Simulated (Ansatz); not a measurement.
Base system: HgTe in the zinc blende structure (space group F-43m, No. 216; a = 6.510 Å).

The change: cell and atoms relaxed at a pressure of 0.7 GPa.

Levels (all Ansatz, a first-principles code, PAW): PBEsol (420 eV, scalar-relativistic without spin-orbit coupling); PBEsol+SOC (420 eV, noncollinear with spin-orbit coupling).

The geometry is relaxed with PBEsol.

```
Quantity           Value
---------------  -------
PBEsol pressure  0.7 GPa
```

**Question.** How does going to PBEsol+SOC change the pressure?

**Answer.** The pressure drops by 0.4 GPa (0.7 GPa → 0.3 GPa).

Single points use the geometry relaxed with PBEsol. A case with no gap was solved on a k-mesh chosen for an insulator, which is coarse for it. Differences between runs with and without spin-orbit coupling are approximate. Load acts through the strain it causes; cell and atoms are relaxed under it. No phonon test of stability was made. The runs without spin-orbit coupling are not spin-polarised.
